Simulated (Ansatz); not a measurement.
Take Rb₂SnCl₆ (space group Fm-3m, No. 225; a = 10.1017 Å) as the base. Axes: x, y, z lie along the cube axes.

Computed with Ansatz (an electronic-structure program) PBEsol, without spin-orbit coupling.

Before the change:

The volume per atom is 28.63 Å³ and the valence-band top at Γ is 0.00, 0.00, 0.00 eV.

Modification: compressive biaxial strain of 0.68 % in the plane normal to [111], as in epitaxy on a mismatched substrate; the out-of-plane cell vector and the atoms relax.

Q: How does this affect the volume per atom and valence-band top at Γ?

A: The volume per atom drops by 0.27 Å³ to 28.36 Å³; the valence-band top at Γ (three highest levels, from the VBM) changes from 0.00, 0.00, 0.00 eV to 0.00, 0.00, -0.01 eV.

The levels and masses belong to the bands next to the band gap. Whether these cells are dynamically stable was not tested.
